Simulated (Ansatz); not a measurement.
Hypothetical zinc blende NaI: element substitutions

Take NaI in the zinc blende structure (space group F-43m, No. 216; a = 7.163 Å; a hypothetical phase, not in the database extracts checked) as the base.

Each row replaces one element on all its sites; cell and atoms are relaxed.

Method: DFT with PBE, PAW potentials and a 420 eV plane-wave cutoff in Ansatz (a first-principles code), scalar-relativistic without spin-orbit coupling.

```json
[
 {"case": "base", "shortest interatomic distance": "3.102 Å", "band gap": "3.77 eV"},
 {"case": "Na → K", "shortest interatomic distance": "(withheld)", "band gap": "3.90 eV"},
 {"case": "I → Sb", "shortest interatomic distance": "(withheld)", "band gap": "zero"},
 {"case": "Na → Cs", "shortest interatomic distance": "3.785 Å", "band gap": "(withheld)"},
 {"case": "I → Cl", "shortest interatomic distance": "2.708 Å", "band gap": "4.85 eV"}
]
```

Complete the table.


- Na → K, shortest interatomic distance: 3.460 Å
- I → Sb, shortest interatomic distance: 3.036 Å
- Na → Cs, band gap: 3.72 eV

With I present, leaving out spin-orbit coupling can change the band edges. Whether these cells are dynamically stable was not tested. As relaxed here, KI, NaSb, CsI and NaCl are hypothetical phases, not in the database extracts checked. All final runs are without spin polarisation.
